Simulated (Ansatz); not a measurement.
The reference is Ag in the fcc (Cu type) structure (space group Fm-3m, No. 225; a = 4.105 Å; relaxed with 0.1 eV smearing). Axes: x, y, z lie along the cube axes.

Method: Kohn–Sham DFT with the r2SCAN functional, run in Ansatz (a quantum-chemistry and plane-wave program) with PAW and 500 eV plane waves, spin-orbit coupling left out, earlier PAW set.

Base values:

The shortest interatomic distance is 2.902 Å. The pressure comes out as 0.0 GPa.

It is then changed as follows: uniaxial strain ε_xx = +3.05 %, all other strain components held at zero, atoms relaxed at fixed cell.

**Question.** Predict the new energy relative to the base, shortest interatomic distance and pressure.

**Answer.** The energy rises by 5.8 meV/atom; the shortest interatomic distance stays 2.902 Å; the pressure (mean of the normal stresses, compression positive) goes from zero to -2.8 GPa.

Stability against distortions was not tested.
